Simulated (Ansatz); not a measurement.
Electronic density of states of amorphous Al$_{30}$O$_{48}$H$_{6}$, density 3.01 g/cm³, on a 2×2×2 Γ-centred mesh with a Gaussian width of 0.1 eV; energies count from the Fermi level, whose place inside the gap is arbitrary. Cell and mesh are small, so fine structure isn't converged. Calculation: PBE, scalar-relativistic without spin-orbit coupling (plane waves to 420 eV, PAW; Ansatz, a quantum-chemistry and plane-wave program). Sampling: a 2×2×2 Γ-centred mesh; Fermi-Dirac width 0.02 eV; no spin polarisation. At PBE the levels at the filled edge of the gap are localised (band-tail or defect states), and the nearest spread-out levels lie 4.4 eV apart at the zone centre.

The cell was made by melting and quenching with the CHGNet potential and then relaxed with DFT. O atoms were pushed apart under 1.9 Å during the dynamics, to hinder bonds among them. The hot cell started wider than the set density and was brought back towards it in steps. It is the lowest in DFT energy of 2 quenches. It is a model cell: composition and starting density were chosen by hand, and all elements were melted together. No dispersion term was used. A short ab initio anneal came between quench and relaxation. Its density started from a set value of 2.95 and ended at 3.01 g/cm³. The quench (nominally 180 K/ps over its main leg) was far faster than any real one, so the model tends to hold more defects than a real film. One small periodic cell is one sample of the glass; other quenches scatter about these values. Volume and shape were free in the relaxation.

| E - EF (eV) | states/(eV atom) |
|---|---|
| -12.00 | 0.00 |
| -11.90 | 0.00 |
| -11.80 | 0.00 |
| -11.70 | 0.00 |
| -11.60 | 0.00 |
| -11.50 | 0.00 |
| -11.40 | 0.00 |
| -11.30 | 0.00 |
| -11.20 | 0.00 |
| -11.10 | 0.00 |
| -11.00 | 0.00 |
| -10.90 | 0.00 |
| -10.80 | 0.00 |
| -10.70 | 0.00 |
| -10.60 | 0.00 |
| -10.50 | 0.00 |
| -10.40 | 0.00 |
| -10.30 | 0.00 |
| -10.20 | 0.00 |
| -10.10 | 0.00 |
| -10.00 | 0.00 |
| -9.90 | 0.00 |
| -9.80 | 0.00 |
| -9.70 | 0.00 |
| -9.60 | 0.00 |
| -9.50 | 0.01 |
| -9.40 | 0.07 |
| -9.30 | 0.19 |
| -9.20 | 0.33 |
| -9.10 | 0.29 |
| -9.00 | 0.06 |
| -8.90 | 0.00 |
| -8.80 | 0.01 |
| -8.70 | 0.07 |
| -8.60 | 0.22 |
| -8.50 | 0.29 |
| -8.40 | 0.30 |
| -8.30 | 0.27 |
| -8.20 | 0.29 |
| -8.10 | 0.36 |
| -8.00 | 0.39 |
| -7.90 | 0.36 |
| -7.80 | 0.36 |
| -7.70 | 0.36 |
| -7.60 | 0.36 |
| -7.50 | 0.37 |
| -7.40 | 0.38 |
| -7.30 | 0.34 |
| -7.20 | 0.33 |
| -7.10 | 0.33 |
| -7.00 | 0.35 |
| -6.90 | 0.38 |
| -6.80 | 0.41 |
| -6.70 | 0.43 |
| -6.60 | 0.45 |
| -6.50 | 0.43 |
| -6.40 | 0.41 |
| -6.30 | 0.47 |
| -6.20 | 0.52 |
| -6.10 | 0.53 |
| -6.00 | 0.53 |
| -5.90 | 0.52 |
| -5.80 | 0.54 |
| -5.70 | 0.53 |
| -5.60 | 0.55 |
| -5.50 | 0.53 |
| -5.40 | 0.50 |
| -5.30 | 0.53 |
| -5.20 | 0.54 |
| -5.10 | 0.57 |
| -5.00 | 0.63 |
| -4.90 | 0.62 |
| -4.80 | 0.60 |
| -4.70 | 0.58 |
| -4.60 | 0.61 |
| -4.50 | 0.66 |
| -4.40 | 0.64 |
| -4.30 | 0.62 |
| -4.20 | 0.66 |
| -4.10 | 0.67 |
| -4.00 | 0.66 |
| -3.90 | 0.68 |
| -3.80 | 0.65 |
| -3.70 | 0.62 |
| -3.60 | 0.64 |
| -3.50 | 0.71 |
| -3.40 | 0.72 |
| -3.30 | 0.74 |
| -3.20 | 0.73 |
| -3.10 | 0.65 |
| -3.00 | 0.61 |
| -2.90 | 0.62 |
| -2.80 | 0.55 |
| -2.70 | 0.45 |
| -2.60 | 0.43 |
| -2.50 | 0.49 |
| -2.40 | 0.51 |
| -2.30 | 0.44 |
| -2.20 | 0.31 |
| -2.10 | 0.24 |
| -2.00 | 0.19 |
| -1.90 | 0.13 |
| -1.80 | 0.12 |
| -1.70 | 0.03 |
| -1.60 | 0.00 |
| -1.50 | 0.00 |
| -1.40 | 0.00 |
| -1.30 | 0.00 |
| -1.20 | 0.00 |
| -1.10 | 0.00 |
| -1.00 | 0.00 |
| -0.90 | 0.00 |
| -0.80 | 0.00 |
| -0.70 | 0.00 |
| -0.60 | 0.00 |
| -0.50 | 0.00 |
| -0.40 | 0.00 |
| -0.30 | 0.00 |
| -0.20 | 0.00 |
| -0.10 | 0.00 |
| 0.00 | 0.00 |
| 0.10 | 0.00 |
| 0.20 | 0.00 |
| 0.30 | 0.00 |
| 0.40 | 0.00 |
| 0.50 | 0.00 |
| 0.60 | 0.00 |
| 0.70 | 0.00 |
| 0.80 | 0.00 |
| 0.90 | 0.00 |
| 1.00 | 0.00 |
| 1.10 | 0.00 |
| 1.20 | 0.00 |
| 1.30 | 0.00 |
| 1.40 | 0.00 |
| 1.50 | 0.00 |
| 1.60 | 0.00 |
| 1.70 | 0.01 |
| 1.80 | 0.02 |
| 1.90 | 0.00 |
| 2.00 | 0.00 |
| 2.10 | 0.00 |
| 2.20 | 0.00 |
| 2.30 | 0.00 |
| 2.40 | 0.02 |
| 2.50 | 0.05 |
| 2.60 | 0.02 |
| 2.70 | 0.03 |
| 2.80 | 0.04 |
| 2.90 | 0.06 |
| 3.00 | 0.04 |
| 3.10 | 0.04 |
| 3.20 | 0.06 |
| 3.30 | 0.06 |
| 3.40 | 0.05 |
| 3.50 | 0.05 |
| 3.60 | 0.06 |
| 3.70 | 0.06 |
| 3.80 | 0.05 |
| 3.90 | 0.06 |
| 4.00 | 0.09 |
| 4.10 | 0.10 |
| 4.20 | 0.11 |
| 4.30 | 0.14 |
| 4.40 | 0.16 |
| 4.50 | 0.18 |
| 4.60 | 0.22 |
| 4.70 | 0.21 |
| 4.80 | 0.15 |
| 4.90 | 0.15 |
| 5.00 | 0.18 |
| 5.10 | 0.19 |
| 5.20 | 0.21 |
| 5.30 | 0.23 |
| 5.40 | 0.24 |
| 5.50 | 0.26 |
| 5.60 | 0.29 |
| 5.70 | 0.30 |
| 5.80 | 0.32 |
| 5.90 | 0.37 |
| 6.00 | 0.37 |
| 6.10 | 0.35 |
| 6.20 | 0.38 |
| 6.30 | 0.39 |
| 6.40 | 0.35 |

The level gap on this mesh is 3.59 eV; the broadening fills part of it in the curve.
